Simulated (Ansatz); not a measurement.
HfC in the rock salt structure (space group Fm-3m, No. 225)

```yaml
crystal:
  lattice:
    - [0.00000, 2.32572, 2.32572]
    - [2.32572, 0.00000, 2.32572]
    - [2.32572, 2.32572, 0.00000]
  atoms:
    - { symbol: Hf, position: [0.00000, 0.00000, 0.00000] }
    - { symbol: C, position: [0.50000, 0.50000, 0.50000] }
```

The values are results of PBE/PAW in Ansatz (a quantum-chemistry and plane-wave program), no spin-orbit coupling, not measurements. Γ-centred 17×17×17 mesh, Fermi–Dirac width 0.05 eV.

- Volume per atom: 12.58 Å³
- Density: 12.57 g/cm³
- Band gap: zero
- Total energy: -7987.071 eV/atom (σ→0; compares only within this code and set-up)

Stability against distortions was not tested. All final runs are without spin polarisation.
